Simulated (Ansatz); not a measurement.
Structures of equal composition on the (111) surface of fcc Al: a pseudomorphic layer of Mg in the host's stacking; a pseudomorphic layer of Mg in the other hollow. The slabs share one bottom face, and each structure is named by its start. These are constructed structures in small cells; real faces may alloy, dewet or reconstruct in larger ones, and not all known structures of the face are among them. Slabs of about 12 Å, Fermi-Dirac smearing of 0.1 eV. Bottom of the slabs: a bare face, its two planes held. Relaxed from the named starts with such symmetry as they have, on meshes of like density; energies extrapolated to zero smearing; spin only where a row says so; no spin-orbit coupling, no U. Brackets mark spin-polarised runs, whose order is one that fits the cell.

These are PBE (plane waves to 420 eV, PAW; Ansatz, an electronic-structure program) values and carry that method's errors.

### Question
Order them by energy per 1x1 cell (lowest first) at the level PBE.

### Answer
a pseudomorphic layer of Mg in the host's stacking (0.000 eV), a pseudomorphic layer of Mg in the other hollow (0.033 eV)
